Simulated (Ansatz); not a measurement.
The starting structures come from a database of crystals and need not be the phases stable at ambient conditions.

 Where the default PAW files enter, the runs use the earlier of Ansatz's two default sets.

By PBEsol, the system below comes out a metal.

Without scattering a metal conducts by its projected Fermi surface.

Here is the system:

```yaml
crystal:
  lattice:
    - [2.96935, 0.00000, 0.00000]
    - [-1.48468, 2.57153, 0.00000]
    - [0.00000, 0.00000, 9.65298]
  atoms:
    - { symbol: Ag, position: [0.00000, 0.00000, 0.00000] }
    - { symbol: Ag, position: [0.00000, 0.00000, 0.50000] }
    - { symbol: Ag, position: [0.33333, 0.66667, 0.25000] }
    - { symbol: Ag, position: [0.66667, 0.33333, 0.75000] }
```

Space group of this cell: P6_3/mmc. The cell is strained (all lengths scaled by 1.02); by PBEsol its mean pressure is -8.9 GPa.

The current flows along the normal of the first two printed cell vectors, the (001) plane of the conventional cell. No spin-orbit coupling; the value is a mean over 0.1 eV about the Fermi level.

**Question.** Predict the ballistic conductance per area from Ansatz (a quantum-chemistry and plane-wave program) with PBEsol.

**Answer.** 0.82 × 10¹⁵ S/m² for both spins.
